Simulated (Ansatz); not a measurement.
Ansatz (an electronic-structure program) run on B2Pt3 (Cm, 5 atoms in the cell): zone-centre phonon calculation.

Level of theory: LDA (PW92), PAW files made with PBE (plane waves; Ansatz).

```
CELL_PARAMETERS angstrom
      2.74018    -1.58474     0.00000
      2.74018     1.58474     0.00000
     -0.03278     0.00000     7.36790
ATOMIC_POSITIONS crystal
  B  0.00038 0.00038 0.66725
  B  0.00035 0.00035 0.27967
  Pt 0.33261 0.33261 0.13869
  Pt 0.66682 0.66682 0.82567
  Pt 0.66883 0.66883 0.46373
```

Reference input (self-consistent single point, DFT, LDA (PW92), plane waves, PAW files made with PBE): kpoints.mp_grid.grid = 9 9 4; hamiltonian.xc = lda; hamiltonian.pseudopotentials = {kind: paw} (the program's default PAW files); scf.occupations.method = fermi_dirac; scf.occupations.width = 0.1 eV. This run's input differs from it in these lines:

```diff
@@ -18,6 +18,4 @@
   occupations: { method: fermi_dirac, width: 0.1 eV }
-output:
-  forces: true
-  eigenvalues: true
-  stress: true
+phonons:
+  method: dfpt
```

Output, abridged:

```
SCF iter   1: F=—  HF=-37042.553661 eV  |F-HF|=—  |Δ(HF+E_count)|=         —  Δρ=1.33e-1  dr2=1.69e1  ethr=3.10e-3  ⟨swp⟩=5.7  Hψ=12107  notcnv=0
all-band conjugate gradients solve this SCF's bands
preconditioner: auto → Kerker (q_TF=auto, 2.699 Å⁻¹)
SCF iter   2: F=—  HF=-37039.846469 eV  |F-HF|=—  |Δ(HF+E_count)|=    2.71e0  Δρ=6.84e-2  dr2=4.86e0  ethr=3.10e-3  ⟨swp⟩=2.0  Hψ=6131  notcnv=0  defer=11
   [... lines left out ...]
SCF iter   9: F=—  HF=-37038.776288 eV  |F-HF|=—  |Δ(HF+E_count)|=   2.16e-8  Δρ=2.35e-6  dr2=4.34e-9  ethr=2.79e-10  ⟨swp⟩=2.2  Hψ=4643  notcnv=0  defer=12
SCF iter  10: F=—  HF=-37038.776288 eV  |F-HF|=—  |Δ(HF+E_count)|=  7.71e-10  Δρ=4.82e-7  dr2=2.47e-10  ethr=7.24e-12  ⟨swp⟩=2.0  Hψ=5086  notcnv=0  defer=12
SCF iter  11: F=—  HF=-37038.776288 eV  |F-HF|=—  |Δ(HF+E_count)|=  4.37e-11  Δρ=1.27e-7  dr2=1.47e-11  ethr=1.00e-12  ⟨swp⟩=1.0  Hψ=3391  notcnv=0  defer=12
SCF iter  12: F=-37038.776288 eV  HF=-37038.776288 eV  |F-HF|=7.28e-12  |Δ(HF+E_count)|=  7.28e-12  Δρ=4.03e-8  dr2=1.95e-12  ethr=1.00e-12  ⟨swp⟩=6.4  Hψ=14268  notcnv=0
SCF 1 converged in 12 iterations: F = -37038.776288 eV  dr2 = 1.95e-12
DFPT response loops at Γ: preconditioner auto → Kerker (q_TF=auto, 2.699 Å⁻¹) (partly filled bands, converged f_vac=0.000) …
phonon interpolation: 12 periodic images of 8 blocks of the force constants (a block to an ordered pair of atoms and a translation) lie up to 6.58e-3 Å farther …
Free energy (F): -37038.776288 eV
Internal energy: -37038.735357 eV  (E = F + TS)
E sigma→0 (E₀):  -37038.755823 eV
Entropy (-TS):   -0.040931 eV (-8.186 meV/atom)
Fermi energy:    18.383008 eV
   [... lines left out ...]
  ASR residual: 5.091e-4 → 0.000e0 eV/Å²; symmetrization residual: 7.548e-6 eV/Å²
  ASR residual per site (eV/Å²): 1.64e-5 3.47e-5 3.26e-4 3.38e-4 5.09e-4
  Γ frequencies (cm⁻¹): 0.00 0.00 0.00 36.62 37.04 61.61 61.76 135.51 172.09 321.02 405.40 406.35 465.53 467.50 474.99
  non-analytic LO–TO correction: not included (Born effective charges unavailable; polar crystals: no LO–TO splitting at Γ)
```

The run converged in 12 iterations. 

Summary of the result:
| Item | Result |
|---|---|
| Free energy E − TS (on the zero of these files) | -37038.7763 eV |
| Fermi level (on the code's own zero) | 18.38 eV |
| Zone-centre frequencies (cm⁻¹; negative means imaginary) | 0, 0, 0, 37, 37, 62, 62, 136, 172, 321, 405, 406, 466, 468, 475 |

The starting cell comes from a database of computed structures (which also holds hypothetical and non-ambient phases and stackings), without a prior relaxation at this level. Spin polarisation is off.

Cost on one core of a shared machine: roughly 3 min.

Keys are those of Ansatz 0.2.
